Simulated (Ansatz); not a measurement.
```
ZnS
1.0
    3.90594     0.00000     0.00000
    1.95297     3.38264     0.00000
    1.95297    -1.12755     3.06491
Zn S
1 1
Cartesian
  0.00000   0.00000  -0.02035
  3.90594   0.00000   2.31903
```

No spin polarisation.

The values are results of Kohn–Sham DFT with the r2SCAN functional, run in Ansatz (a first-principles code) with PAW and 500 eV plane waves, no SOC, not measurements. k-mesh 11×11×11 (Γ-centred); smearing 0.05 eV (Fermi–Dirac).

Q: Estimate the band gap.

A: 2.40 eV.

Q: Estimate the hole mass.

A: 0.17 mₑ out of plane, 1.5 mₑ in plane (at Γ).

Q: Estimate the space group.

A: R3m (No. 160).

Q: What is the computed gap character?

A: Direct at Γ.

The cells carry an imposed strain or load. Masses are band curvatures over ±0.01 Å⁻¹ around the edge. No phonon test of stability was made. The cell was made from ZnS in the zinc blende structure (space group F-43m, No. 216) by this change: biaxial strain +2.50 %, plane normal [111], relaxed out of plane.
